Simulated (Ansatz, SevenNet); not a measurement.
**Equilibrium lattice constant a of GaSe (model structure, started from the beta GaS type, P6₃/mmc, No. 194, 8 atoms in the cell) at several levels of theory**

No measured value is used here.

```tsv
level (code)	value (Å)
SevenNet-0	3.821
LDA (Ansatz)	3.711
PBE (Ansatz)	3.815
PBEsol (Ansatz)	3.746
PBE-D3(BJ) (Ansatz)	…
```

Some entries are withheld; supply them.


- PBE-D3(BJ) (Ansatz, a program for electronic structure), value (Å): 3.769

Ansatz's density-functional and Hartree–Fock values are scalar-relativistic unless marked +SOC, with PAW data made under PBE.

Machine-learned potentials (SevenNet-0) are trained on DFT data: a solid inside that data is no test of them.

A model structure was made by putting elements into a prototype or built by hand; here it ended with the formula and space group of a phase in our tables.
